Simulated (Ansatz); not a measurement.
Given:

```yaml
crystal:
  lattice:
    - [0.00000, 3.37521, 3.37521]
    - [3.37521, 0.00000, 3.37521]
    - [3.37521, 3.37521, 0.00000]
  atoms:
    - { symbol: Hg, position: [0.00000, 0.00000, 0.00000] }
    - { symbol: Te, position: [0.25000, 0.25000, 0.25000] }
```

No spin polarisation.

All numbers come from Kohn–Sham DFT with the PBE functional, run in Ansatz (an electronic-structure program) with PAW and 420 eV plane waves, no spin-orbit coupling. Γ-centred 12×12×12 mesh, Fermi–Dirac width 0.05 eV.

Predict the band gap, space group and pressure.


```json
{
 "band_gap": "zero",
 "space_group": "F-43m (No. 216)",
 "pressure": "-1.4 GPa"
}
```

With Hg and Te present, leaving out spin-orbit coupling can change the band edges. The cells carry an imposed strain or load. No phonon test of stability was made. The final runs are not spin-polarised. The cell was made from HgTe in the zinc blende structure (space group F-43m, No. 216) by this change: isotropic strain +1.50 %. The zero or small gap of HgTe can change with the level of theory.
